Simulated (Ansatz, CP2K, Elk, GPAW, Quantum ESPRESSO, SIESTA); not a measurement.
One structure in several programs: SbAs (P1, 2 atoms in the cell)

Self-consistent single point, at a second geometry (atoms moved at random). First geometry:

```xyz
2
Lattice="2.0327 1.1736 3.7166 -2.0327 1.1736 3.7166 0.0000 -2.3472 3.7166" Properties=species:S:1:pos:R:3 pbc="T T T"
Sb     0.0000     0.0000     2.5544
As     0.0000     0.0000     8.5953
```

Second geometry:
```
SbAs
1.0
    2.03272     1.17359     3.71659
   -2.03272     1.17359     3.71659
    0.00000    -2.34718     3.71659
Sb As
1 1
Direct
  0.22264   0.22533   0.24069
  0.77736   0.77467   0.75931
```

Shared settings, as Ansatz (an electronic-structure program) writes them: kpoints.mp_grid.grid = 7 7 7; scf.occupations.method = fermi_dirac; scf.occupations.width = 0.1 eV. Potentials and cutoffs stand in the table.

```tsv
code	model	ΔF from the first geometry (meV/atom)	pressure (GPa)	largest force (eV/Å)	cutoff
Elk	PBEsol, all-electron FP-LAPW, Elk's shipped species files, default APW+lo basis	5.4	–	–	default
Ansatz	PBEsol, PAW files made with PBE	5.3	-1.88	0.303	default
GPAW	PBEsol, GPAW PAW datasets PBEsol (made by gpaw-setup)	5.3	-2.10	0.304	550 eV
Quantum ESPRESSO	PBEsol, PSlibrary PAW (PBE) pseudopotentials	5.3	-1.89	0.323	30 Ry
CP2K	PBEsol, GPW, DZVP-MOLOPT-PBE-GTH basis, GTH-PBE potentials (POTENTIAL_UZH)	5.0	0.64	0.477	grid 400 Ry
SIESTA	GGA PBEsol, numerical atomic orbitals DZP, PseudoDojo PBEsol standard norm-conserving potentials (rewritten from UPF to PSML)	4.7	-0.39	0.737	grid 400 Ry
```

A dash marks a value that a program does not give, or that is left out as unsure.

No clean gap comes from Elk, Ansatz, GPAW, Quantum ESPRESSO, CP2K and SIESTA: levels at the Fermi energy touch, overlap or are partly filled at this smearing.

On Ansatz's run: spin-orbit coupling is off.

The spread over the programs that give each value: ΔF from the first geometry within 0.7 meV/atom; pressure within 2.74 GPa; largest force within 0.434 eV/Å.

CP2K and SIESTA use small atom-centred bases, whose incompleteness enters pressures, forces and empty levels differently from a plane-wave cutoff. Elk treats all electrons, but the usual bases taken here (sphere radii, linearisation, local orbitals, empty states) were not tested for convergence, so the values are no reference for the others. Ansatz's pressure is given at a fixed set of plane waves, as the other plane-wave codes print theirs. In the pressure, CP2K (by 2.53) and SIESTA (by 1.50) lie more than 1 GPa from the median of the plane-wave programs. In the force vectors, CP2K (by 0.255) and SIESTA (by 0.552) lie more than 0.08 eV/Å from the median of the plane-wave programs.

The starting cell comes from a database of computed structures (which also holds hypothetical and non-ambient phases and stackings), without a prior relaxation at this level. For this run, on top of that: atoms moved at random.

Keys are those of Ansatz 0.2.
